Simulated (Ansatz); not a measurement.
Worked example: self-consistent single point of CaC2 (Cm, 6 atoms in the cell) in Ansatz (a program for electronic structure).

Method: PBEsol, default PAW files made with PBE (plane waves; Ansatz).

The change in words: lattice scaled by 0.98; kpoints.mp_grid.grid: 7 7 4 → 9 9 4. Reference geometry:
```
CELL_PARAMETERS angstrom
      3.58964    -1.92104     0.00000
      3.58964     1.92104     0.00000
     -2.17074     0.00000     7.11421
ATOMIC_POSITIONS crystal
  Ca 0.79953 0.79953 0.76054
  Ca 0.20259 0.20259 0.24649
  C  0.07922 0.07922 0.56431
  C  0.92078 0.92078 0.43569
  C  0.45186 0.45186 0.05825
  C  0.54814 0.54814 0.94175
```

Reference input (self-consistent single point, DFT, PBEsol, plane waves, default PAW files made with PBE): basis.ecutwfc = 420 eV; kpoints.mp_grid.grid = 7 7 4; hamiltonian.xc = pbesol; hamiltonian.pseudopotentials = {kind: paw} (the program's default PAW files); scf.occupations.method = fixed. This run's input differs from it in these lines:

Ansatz 0.2 input:
```diff
@@ -2,12 +2,12 @@
   lattice:
-    - [3.58963700, -1.92104100, 0.00000000]
-    - [3.58963700, 1.92104100, 0.00000000]
-    - [-2.17074300, 0.00000000, 7.11421000]
+    - [3.51784400, -1.88262000, 0.00000000]
+    - [3.51784400, 1.88262000, 0.00000000]
+    - [-2.12732800, 0.00000000, 6.97192600]
   atoms:
-    - { symbol: Ca, position_ang: [4.08914830, -0.00000000, 5.41062704] }
-    - { symbol: Ca, position_ang: [0.91938268, 0.00000000, 1.75358162] }
-    - { symbol: C, position_ang: [-0.65622990, -0.00000000, 4.01461985] }
-    - { symbol: C, position_ang: [5.66476090, 0.00000000, 3.09959015] }
-    - { symbol: C, position_ang: [3.11758097, 0.00000000, 0.41440273] }
-    - { symbol: C, position_ang: [1.89095003, 0.00000000, 6.69980727] }
+    - { symbol: Ca, position_ang: [4.00736502, 0.00000000, 5.30241466] }
+    - { symbol: Ca, position_ang: [0.90099495, 0.00000000, 1.71851004] }
+    - { symbol: C, position_ang: [-0.64310526, -0.00000000, 3.93432756] }
+    - { symbol: C, position_ang: [5.55146526, -0.00000000, 3.03759844] }
+    - { symbol: C, position_ang: [3.05522912, -0.00000000, 0.40611469] }
+    - { symbol: C, position_ang: [1.85313088, 0.00000000, 6.56581131] }
 basis:
@@ -16,3 +16,3 @@
   mp_grid:
-    grid: [7, 7, 4]
+    grid: [9, 9, 4]
 hamiltonian:
```

Output, abridged:

```
SCF iter   1: F=—  HF=-4573.750846 eV  |F-HF|=—  |Δ(HF+E_count)|=         —  Δρ=6.26e-3  dr2=4.30e-2  ethr=1.77e-3  ⟨swp⟩=4.1  Hψ=9305  notcnv=0  defer=300
all-band conjugate gradients solve this SCF's bands
preconditioner: auto → Resta (q_TF=auto, 2.332 Å⁻¹)
SCF iter   2: F=—  HF=-4573.741367 eV  |F-HF|=—  |Δ(HF+E_count)|=   9.48e-3  Δρ=2.35e-3  dr2=5.70e-3  ethr=1.19e-4  ⟨swp⟩=2.0  Hψ=3796  notcnv=0  defer=380
   [... lines left out ...]
SCF iter   4: F=—  HF=-4573.741259 eV  |F-HF|=—  |Δ(HF+E_count)|=   1.14e-4  Δρ=1.42e-4  dr2=2.78e-5  ethr=8.52e-7  ⟨swp⟩=3.0  Hψ=3862  notcnv=0  defer=380
SCF iter   5: F=—  HF=-4573.741266 eV  |F-HF|=—  |Δ(HF+E_count)|=   6.82e-6  Δρ=1.25e-4  dr2=2.41e-5  ethr=7.73e-8  ⟨swp⟩=2.0  Hψ=3086  notcnv=0  defer=189
SCF iter   6: F=—  HF=-4573.741262 eV  |F-HF|=—  |Δ(HF+E_count)|=   3.49e-6  Δρ=2.59e-5  dr2=6.49e-7  ethr=6.70e-8  ⟨swp⟩=2.0  Hψ=2983  notcnv=0  defer=188
SCF iter   7: F=-4573.741263 eV  HF=-4573.741263 eV  |F-HF|=2.40e-8  |Δ(HF+E_count)|=   2.42e-7  Δρ=8.43e-6  dr2=7.54e-8  ethr=2.78e-10  ⟨swp⟩=13.4  Hψ=16175  notcnv=0
SCF 1 converged in 7 iterations: F = -4573.741263 eV  dr2 = 7.54e-8
Free energy (F): -4573.741263 eV
Internal energy: -4573.741263 eV  (E = F + TS)
E sigma→0 (E₀):  -4573.741263 eV
Fermi energy:    4.628975 eV
--- Forces (eV/Å), atoms counted from 1 ---
  atom   1  Ca     0.07030115     0.00000000    -0.37993324
  atom   2  Ca    -0.03904421     0.00000000     0.17613425
  atom   3  C      1.49006816     0.00000000     1.72457562
  atom   4  C     -1.49353808     0.00000000    -1.62737639
  atom   5  C     -1.62257245     0.00000000     1.38418453
  atom   6  C      1.59471107     0.00000000    -1.27764851
--- Stress (GPa, compression-positive) ---
        5.844703       0.000000      -0.020975
        0.000000       0.477953       0.000000
       -0.020975       0.000000       5.345308
  P = ⅓ Tr σ = 3.8893 GPa (38.893 kbar)
  The stress holds the Pulay correction. Without it, at fixed plane waves, as pw.x and ABINIT print it: P = 3.6635 GPa
```

The run converged in 7 iterations. Against the reference run the free energy rises by 4.5 meV/atom, the pressure goes from -2.11 to 3.89 GPa, the largest force goes from 0.402 to 2.279 eV/Å and the gap on the mesh goes from 2.212 to 2.099 eV.

The starting cell comes from a database of computed structures (which also holds hypothetical and non-ambient phases and stackings), without a prior relaxation at this level. Its lattice was rescaled by up to half a per cent. One atom was moved a little off its site on purpose. For this run, on top of that: lattice scaled by 0.98. With a pressure of about 4 GPa the cell is away from its equilibrium volume at this level. Forces in this geometry exceed 1 eV/Å. Ansatz's pressure includes its estimate of the finite-basis (Pulay) stress.
